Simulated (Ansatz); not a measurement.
# How far a parabola holds: energy against volume of CsCl-type NiAl

CsCl-type NiAl was calculated with LDA (plane waves, PAW; Ansatz, an electronic-structure program). Settings: plane-wave cutoff 520 eV, 20×20×20 k mesh, Fermi–Dirac smearing 0.05 eV, no spin polarisation, scalar-relativistic PAW data made under PBE. The cell has no free parameter but its volume, all volumes share cutoff and mesh, and the runs aren't spin-polarised. Energies are free energies at the run's smearing, counted from the lowest row; static lattice.

```csv
V (Å³/atom),E (meV/atom)
10.908,11.34
11.135,2.73
11.362,0.00
11.589,2.55
11.817,9.83
12.044,?
```

Question: Fit E against V with a parabola, and predict the withheld value at V = 12.044.

Answer: With u = V - 11.36, the rows have u = -0.45200, -0.22500, 0.00200, 0.22900, 0.45700. Least squares gives E = 0.003 - 1.655·u + 51.244·u². Residuals (row less fit): 0.120, -0.240, 0.000, 0.239, -0.119; standard error 0.267 (degrees of freedom: 2). The fitted curve has its minimum at V = 11.4, where E = -0.01. Its curvature is d²E/dV² = 2 × 51.244 meV/Å⁶, so B = V0·d²E/dV² × 0.1602 = 187 GPa. At the withheld row, u = 0.68400, so E = 0.003 - 1.655 × 0.68400 + 51.244 × 0.68400² = 22.846 meV/atom. The calculation gives 21.38 meV/atom, 1.466 meV/atom below the prediction (6.9 % of the range of E in the table). The row lies outside the fitted rows, so this is an extrapolation. From the scatter of the fitted rows alone, a prediction at this place has a standard error of 0.632 meV/atom, so the miss is 2.3 times that.

The residuals are curvature that a parabola lacks, not noise. A solid that stiffens under compression and softens on expansion lies above the parabola at the compressed end and under it at the expanded end, as this row does. A third-order Birch-Murnaghan fit to the whole scan has B0 = 186 GPa. Only scans are tabulated whose curvature falls smoothly with volume, and where the parabola meets the shown rows within 5 % of their range and misses the end by 0.1 meV or more.

Measured, for comparison: bulk modulus 156 GPa (room temperature, no zero-point or thermal correction; as tabulated in Yamada et al. (2019), arXiv:1910.09660). Computed less measured: bulk modulus +19 %.
